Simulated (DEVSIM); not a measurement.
Structure: Schottky contact on n-type In0.53Ga0.47As, at 300 K.

Layer 1 from the left is In0.53Ga0.47As, thickness (μm) 0.420, Nd (cm⁻³) 5.4e15, τn (s) 3.6e-10, τp (s) 3.6e-10.

Left contact: Schottky, work function 5.02 eV, emission velocity 3.8e6 cm/s. Right contact: ohmic. Voltage is applied to the left contact. Recombination: SRH at mid-gap, Auger. Mobility is constant in doping.

This is a model device: material constants are rounded textbook-type values typed into the input, and sizes, dopings and lifetimes were drawn at random. Values at 300 K.

In0.53Ga0.47As: gap (eV) 0.74, affinity (eV) 4.51, permittivity 13.9, Nc (cm⁻³) 2.1e17, Nv (cm⁻³) 7.7e18, μn (cm²/Vs) 12000, μp (cm²/Vs) 300, Cn (cm⁶/s) 5e-29, Cp (cm⁶/s) 5e-29.

Simulated with DEVSIM: 1D drift-diffusion, Boltzmann statistics, complete ionisation; no tunnelling, impact ionisation, image-force lowering or self-heating. Metal contacts follow the ideal Schottky-Mott rule: no Fermi-level pinning, no interface dipoles.

Dark forward current:

```tsv
|V| (V)	|J| (A/cm²)
0.05	0.003736
0.10	0.02249
0.15	0.1338
0.20	0.8490
0.25	5.611
0.30	37.62
0.35	247.3
0.40	1436
0.45	5820
```

Question: Work out the local ideality factor n = ΔV / (kT/q · ln(J2/J1)) between the rows 0.15 and 0.20 V, 0.25 and 0.30 V, 0.40 and 0.45 V.

Answer: kT/q = 25.85 mV. From 0.15 to 0.20 V: ln(0.8490/0.1338) = 1.848, n = 1.05, near the 1 of diffusion or emission over a barrier. From 0.25 to 0.30 V: ln(37.62/5.611) = 1.903, n = 1.02, near the 1 of diffusion or emission over a barrier. From 0.40 to 0.45 V: ln(5820/1436) = 1.399, n = 1.38; the layers' resistance at their doping, Σ W/(qμN) = 4.0e-6 Ω cm², would take 18 mV of this step of 50 mV.

Question: Estimate the current at 0.25 V for emission alone, J0 = q v N_band exp(−φB/kT), and read the barrier back from the simulated current.

Answer: φB = 0.510 eV, N_band = 2.10e17 cm⁻³, J0 = 0.000345 A/cm²; J = J0 (exp(qV/kT) − 1) = 5.48 A/cm². The simulation gives 5.61 A/cm²; the estimate lies 2.4 % below. Read backwards, the simulated current gives an apparent barrier of 0.509 eV. The estimate leaves out transport through the depletion region and minority injection.
